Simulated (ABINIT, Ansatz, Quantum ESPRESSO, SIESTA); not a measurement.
**TaN (P6/mmm, 6 atoms in the cell) computed with different codes at matched settings**

Self-consistent single point.

```
TaN
1.0
    5.27683     0.00000     0.00000
   -2.63842     4.56987     0.00000
    0.00000     0.00000     2.93891
Ta N
3 3
Direct
  0.00000   0.00000   0.00000
  0.66667   0.33333   0.50000
  0.33333   0.66667   0.50000
  0.00000   0.50000   0.00000
  0.50000   0.00000   0.00000
  0.50000   0.50000   0.00000
```

All programs got the same cell, k-point mesh and kind of occupations (in Ansatz's words: kpoints.mp_grid.grid = 6 6 9; scf.occupations.method = gaussian; scf.occupations.width = 0.1 eV); potentials, basis and cutoffs are each program's usual ones.

```csv
code,model,pressure (GPa),k-points,cutoff
Ansatz,"PBEsol, PAW files made with PBE",-12.00,35,420 eV
Quantum ESPRESSO,"PBEsol, GBRV 1.5 ultrasoft (PBESOL) pseudopotentials",-12.76,35,40 Ry
ABINIT,"PBEsol, PAW (JTH v2.0 PBE PAW, files made for PBE)",-11.13,35,707 eV
SIESTA,"GGA PBEsol, numerical atomic orbitals TZP, PseudoDojo PBEsol standard norm-conserving potentials (rewritten from UPF to PSML)",-9.91,168,grid 300 Ry
```

The spread over the programs that give each value: pressure within 2.85 GPa.

The starting cell comes from a database of computed structures (which also holds hypothetical and non-ambient phases and stackings), without a prior relaxation at this level. Its lattice was rescaled by a random factor within 2.5 % of one. On Ansatz's run: Spin-orbit coupling is off. Spin polarisation is off. In the base run, with a pressure of about -12 GPa the cell is away from its equilibrium volume at this level.

### Question
Why do the programs differ, and what cannot be compared?

### Answer
Differences of this kind can come from the potentials, where these differ, and from what each basis and cutoff leave unconverged. The zero of total energies and Fermi levels follows the potentials and each program's conventions, so they are not compared here. SIESTA uses small atom-centred bases, whose incompleteness enters pressures, forces and empty levels differently from a plane-wave cutoff. Ansatz's pressure is given at a fixed set of plane waves, as the other plane-wave codes print theirs; with its correction for the finite basis it is -11.74 GPa (the shift of 0.26 GPa shows how far the cutoff is from converged). The programs reduce the same mesh by symmetry to different extents, which changes the work and not the result. In the pressure, SIESTA (by 2.09) lies more than 1 GPa from the median of the plane-wave programs.

Left out of this page: GPAW, Elk and FLEUR (not drawn, or without a comparable value).

Ansatz is a quantum-chemistry and plane-wave program.

Keys are those of Ansatz 0.2.
